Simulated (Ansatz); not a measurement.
Results of r²SCAN (PAW; Ansatz, a first-principles code) for Mg (Fm-3m, No. 225, 1 atoms in the cell; start mp-1056702; another form than the element's usual one).

Numerical settings: plane-wave cutoff 560 eV, 22×22×22 k mesh, Fermi–Dirac smearing 0.05 eV, scalar-relativistic PAW data made under PBE.

Cell (relaxed at this level):

```cif
data_Mg
_chemical_formula_sum 'Mg1'
_space_group_name_H-M_alt 'P 1'
_space_group_IT_number 1
_cell_length_a 3.17935
_cell_length_b 3.17935
_cell_length_c 3.17935
_cell_angle_alpha 60.000
_cell_angle_beta 60.000
_cell_angle_gamma 60.000
loop_
_space_group_symop_operation_xyz
  'x, y, z'
loop_
_atom_site_label
_atom_site_type_symbol
_atom_site_fract_x
_atom_site_fract_y
_atom_site_fract_z
_atom_site_occupancy
Mg1 Mg 0.00000 0.00000 0.00000 1
```

Task: What does this level give for the bulk modulus B0?

Result: 
- bulk modulus B0: 38.7 GPa

The run finds no gap.

Note: the bulk modulus is −V dP/dV from two relaxed cells at ±2 % in volume; the relaxation could not lower the start's symmetry, so the cell can be a saddle point above a distorted one.

Computed values are for the static lattice.

Cost on a shared machine: about 21 core-seconds (a rough figure).

A start named mp-… is a Materials Project structure, which need not be a measured phase.
